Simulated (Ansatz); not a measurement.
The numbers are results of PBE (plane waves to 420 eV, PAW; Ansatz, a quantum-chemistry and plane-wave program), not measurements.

Planar average of the electrostatic potential across the slab, in eV from the Fermi level, for the (111)A surface of zinc-blende InAs, In-terminated, 2x2 cell from a buckled start (bottom of the slab: 3 H on 4 bottom sites):

```
z (Å)  V (eV)
-----  ------
3.83     3.83
4.13     3.83
4.42     3.83
4.72     3.83
5.01     3.83
5.31     3.83
5.60     3.83
5.90     3.83
6.19     3.82
6.49     3.82
6.78     3.80
7.08     3.76
7.38     3.67
7.67     3.45
7.96     2.88
8.26     1.81
8.55     1.45
8.85     0.84
9.14    -0.91
9.44    -2.35
9.73    -4.23
10.03   -6.73
10.32   -8.28
10.62   -7.45
10.91   -4.89
11.21   -1.73
11.50    0.97
11.80    2.06
12.09    1.95
12.39    0.28
12.68   -1.30
12.98   -1.85
13.27   -3.78
13.57   -7.06
13.86   -8.35
14.16   -6.92
14.46   -4.86
14.75   -1.93
15.04    0.81
15.34    2.00
15.63    2.01
15.93    0.54
16.22   -1.31
16.52   -2.00
16.81   -3.64
17.11   -6.91
17.40   -8.65
17.70   -7.42
17.99   -5.34
18.29   -2.51
18.58    0.27
18.88    1.49
19.18    1.47
19.47   -0.04
19.77   -3.06
20.06   -5.39
20.36   -6.58
20.65   -7.40
20.95   -7.00
21.24   -4.05
21.54   -1.20
21.83   -0.26
22.12    0.03
22.42    0.35
22.71    0.91
23.01    1.70
23.30    2.38
23.60    2.69
23.89    2.85
24.19    2.93
24.48    2.97
24.78    2.99
25.07    3.00
25.37    3.00
25.66    3.01
25.96    3.01
26.25    3.01
26.55    3.01
```

Set-up: 35 atoms, 13.4 Å thick at the start with caps and adatoms (thin: gaps and levels are the slab's own); mesh 3x3x1; 0.025 eV smearing; dipole correction on; 8 atoms held, the rest relaxed; no symmetry held; spin-polarised, no spin-orbit, no U. The slab shows no gap over 0.04 eV on its mesh. The starting moment vanished. It is one candidate, not shown to be the stable structure of the face.

Q: The surface cell has an area of 66.27 Å². What dipole along the normal does the step between the two vacuum levels imply?

A: the top vacuum level lies 0.82 eV below the bottom one; p = −ε₀ A ΔV (ε₀ = 0.005526 e/(V·Å)) gives 0.30 e·Å a cell.
